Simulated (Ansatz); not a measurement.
YN (Fm-3m) under hydrostatic pressure (compression positive): band gap by r2SCAN, rigid bands (plane waves, PAW, scalar-relativistic; Ansatz, a program for electronic structure). The unloaded cell, whose axes the loads refer to:

YN is taken in the cubic space group Fm-3m (No. 225), the rock salt structure, Pearson symbol cF8. Lattice parameters: a = b = c = 4.8563 Å, α = β = γ = 90.00°. Y on 4a is surrounded by 6 N at 2.428 Å (octahedral). N on 4b has 6 Y at 2.428 Å (octahedral). (Neighbours: up to the widest gap in distance over summed covalent radii, below 1.35, at either atom; cation-cation and far metal-metal contacts left out.)
(The calculation used a cell of 2 atoms; values per cell refer to that cell.)

```tsv
hydrostatic pressure (compression positive) (GPa)	volume per atom (Å³)	band gap (eV)
-9	15.19	0.64
-6	14.87	0.60
-3	14.58	0.57
0	14.32	0.54
3	14.08	?
6	13.86	0.48
12	13.46	0.42
18	13.12	0.37
```

Q: Fit a straight line to band gap against the load over the rows given, and predict the row at 3 GPa.

A: The means are x̄ = 2.571 GPa and ȳ = 0.5171; Σ(x − x̄)(y − ȳ) = -5.799 and Σ(x − x̄)² = 583.7, so the slope is -9.93 meV per GPa, and the rows given lie within 7.9 meV of the line. At 3 GPa the line gives 0.51 eV; the calculation gives 0.51 eV, 0.57 % from it.

Q: With all rows, what volume deformation potential dE_g/d ln V follows?

A: A line through E_g against ln V has the slope 1.8 eV, so the gap narrows under compression.

Spin-orbit coupling is left out. Stresses and pressures are the targets of the relaxation. Gaps are resolved to about 0.01 eV. The structure type is held at every load. Geometry: cell and atoms relaxed with PBEsol.
